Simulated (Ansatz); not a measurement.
Consider WSi₂ (space group I4/mmm, No. 139).

```yaml
crystal:
  lattice:
    - [-1.60576, 1.60576, 3.90206]
    - [1.60576, -1.60576, 3.90206]
    - [1.60576, 1.60576, -3.90206]
  atoms:
    - { symbol: W, position: [0.00000, 0.00000, 0.00000] }
    - { symbol: Si, position: [0.33486, 0.33486, 0.00000] }
    - { symbol: Si, position: [0.66514, 0.66514, 0.00000] }
```

Computed with r2SCAN in Ansatz (plane waves to 500 eV, PAW, no spin-orbit coupling).

For the base:

- Volume per atom: 13.42 Å³
- c/a ratio: 2.430

One thing is altered: Os takes the place of Si on all its sites, then cell and atoms are relaxed.

Tabulated Pauling electronegativity and covalent radius: Si 1.90, 1.11 Å; Os 2.20, 1.44 Å.

**Question.** Estimate the effect on the volume per atom.

**Answer.** The volume per atom grows by 1.636 Å³ to 15.05 Å³.

**Question.** What does the calculation give for the c/a ratio after the change?

**Answer.** The c/a ratio grows by 0.331 (2.430 → 2.761).

Whether these cells are dynamically stable was not tested. As relaxed here, Os2W is a hypothetical phase, not in the database extracts checked. All final runs are without spin polarisation.

Ansatz is an electronic-structure program.
